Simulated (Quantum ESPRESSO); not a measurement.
Quantum ESPRESSO 7.5, DFT, PBE, plane waves, SSSP 1.1.2 efficiency PBE: fcc Cu, 1 atom. Basis and mesh were picked for this test and aren't claimed converged.

| Item | Result |
|---|---|
| cell | 2.56, 2.56, 2.56 Å; 60, 60, 60° |
| task | scf |
| k mesh | 20×20×20 |
| ecutwfc | 45 Ry |
| ecutrho | 360 Ry |
| occupations | smearing |
| smearing | mv |
| degauss | 0.02 Ry |
| conv_thr | 1e-09 Ry |
| tprnfor | true |
| tstress | false |
| diagonalization | david (default) |
| mixing_mode | plain (default) |
| mixing_beta | 0.7 (default) |
| mixing_ndim | 8 (default) |
| k-points computed | 256 |
| bands | 14 |
| electrons | 19 |
| G-vectors of the density | 9257 |
| FFT grid | 30×30×30 |
| symmetry operations | 48 |

Machine: one whole node, AMD EPYC (Zen 5), 96 cores on 1 socket, no SMT, 12 L3 cache groups.

Wall times, medians of two to five repeats, each run alone on the node (launch to exit). Unless noted, each process is bound to its own block of adjacent cores. The times hold for this build (conda-forge: Open MPI 5.0, OpenMP, OpenBLAS 0.3.34 (pthreads), FFTW, ScaLAPACK, ELPA). Scratch files lie in a memory file system.

Measured so far:

| cores | layout | wall time |
|---|---|---|
| 1 | 1 rank, -nk 1 | 16 s |
| 2 | 2 ranks, -nk 2 | 8.5 s |

Problem. Still to be tried: 4 ranks, -nk 4; 8 ranks, -nk 8; 16 ranks, -nk 16; 24 ranks, -nk 24; 32 ranks, -nk 32; 48 ranks, -nk 48; 64 ranks, -nk 64; 96 ranks, -nk 96. At which core count does adding cores stop paying, taking 50 % parallel efficiency as the bar?

Solution. Efficiency, counted from 1 core, stays above one half up to 8 cores and is 45 % at 16. The shortest time, 1.9 s, comes at 48 cores (24, 32, 64: level within 8 % or the scatter of repeats); at 96 the run, laid out as 96 ranks, -nk 96, is slower again (3.3 s). The share that grows most is that of set-up (init_run less wfcinit): from 2.5 % of the time on 1 core to 24 % on 96. The largest part on 96 cores, start and exit outside the program's clock, takes 0.54 s on 1 and 0.83 s there.

| cores | layout | wall time | speed-up over 1 | efficiency | core-seconds |
|---|---|---|---|---|---|
| 1 | 1 rank, -nk 1 | 16 s | 1.0× | 100 % | 16 |
| 2 | 2 ranks, -nk 2 | 8.5 s | 1.9× | 93 % | 17 |
| 4 | 4 ranks, -nk 4 | 5.3 s | 3.0× | 75 % | 21 |
| 8 | 8 ranks, -nk 8 | 3.0 s | 5.2× | 66 % | 24 |
| 16 | 16 ranks, -nk 16 | 2.2 s | 7.2× | 45 % | 35 |
| 24 | 24 ranks, -nk 24 | 2.0 s | 8.0× | 34 % | 47 |
| 32 | 32 ranks, -nk 32 | 1.9 s | 8.4× | 26 % | 60 |
| 48 | 48 ranks, -nk 48 | 1.9 s | 8.5× | 18 % | 90 |
| 64 | 64 ranks, -nk 64 | 1.9 s | 8.1× | 13 % | 120 |
| 96 | 96 ranks, -nk 96 | 3.3 s | 4.8× | 5 % | 320 |
